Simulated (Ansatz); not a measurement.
TiAl (P4/mmm): band-structure transport figures

Given:

```xyz
2
Lattice="2.7919 0.0000 0.0000 0.0000 2.7919 0.0000 0.0000 0.0000 4.0490" Properties=species:S:1:pos:R:3 pbc="T T T"
Ti     1.3960     1.3960     2.0245
Al     0.0000     0.0000     0.0000
```

Method: r2SCAN, rigid bands (plane waves, PAW, scalar-relativistic; Ansatz, a first-principles code). Condition of this run: functional r2SCAN on the same cell. How the cell was made: cell and atoms relaxed with PBEsol.

| Property | Value |
|---|---|
| density of states at the Fermi level | 1.53 states/(eV·cell), both spins |
| bare Sommerfeld coefficient | 1.80 mJ/(mol of atoms·K²) |
| Drude plasma energy | 5.3 (x), 5.3 (y), 4.7 (z) eV |
| root-mean-square Fermi velocity | 4.5e5 m/s |
| resistivity times τ | 17.6 (x), 17.6 (y), 22 (z) ×10⁻²² Ω·m·s |

A metal at this level (no band gap); rigid bands, thermally averaged at 300 K, both spins. Spin-orbit coupling is left out. τ is one relaxation time for all states.
